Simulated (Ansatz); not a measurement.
# Hf: x(Lu) = 0.625, 8 atoms, P3m1

Base system: Hf in the hcp (Mg type) structure (space group P6_3/mmc, No. 194; a = 3.204 Å, c = 5.069 Å).

The other end (x = 1) is Lu in the hcp (Mg type) structure (space group P6_3/mmc, No. 194): 29.09 Å³/atom, gap zero.

One thing is altered: a fraction x = 0.625 of the Hf sites is given to Lu, ordered in a cell of 8 atoms (starting symmetry P3m1) and fully relaxed.

Method: PBE in Ansatz (plane waves to 420 eV, PAW, no spin-orbit coupling). Γ-centred 16×16×3 mesh, Fermi–Dirac width 0.05 eV, for the changed cell.

```csv
quantity,base,changed,shift
volume per atom,22.54 Å³,26.18 Å³,+3.646 Å³
density,13.15 g/cm³,11.18 g/cm³,-1.97 g/cm³
shortest interatomic distance,3.138 Å,3.089 Å,-0.049 Å
band gap,zero,zero,–
mixing energy (to 0.01 eV only: unlike meshes or grids),–,+0.05 eV/atom,–
deviation of the volume from the linear (Vegard-type) interpolation,–,-1.7 %,–
```

Final structure:

```xyz
8
Lattice="3.3674 0.0000 0.0000 -1.6837 2.9162 0.0000 0.0000 0.0000 21.3293" Properties=species:S:1:pos:R:3 pbc="T T T"
Hf     1.6837     0.9721    17.2847
Lu     1.6837     0.9721    11.8292
Hf     1.6837     0.9721     6.8200
Lu     1.6837     0.9721     1.3763
Lu     0.0000     1.9442    19.8574
Lu     0.0000     1.9442    14.7260
Hf     0.0000     1.9442     9.2203
Lu     0.0000     1.9442     4.2032
```

These are small ordered cells, not random alloys; other orderings at the same x differ. No phonon test of stability was made. The final runs are not spin-polarised. An odd electron count without spin: Lu5Hf3. Lu5Hf3 has a high density of states at the Fermi level and may be magnetic at this level.

Ansatz is a quantum-chemistry and plane-wave program.
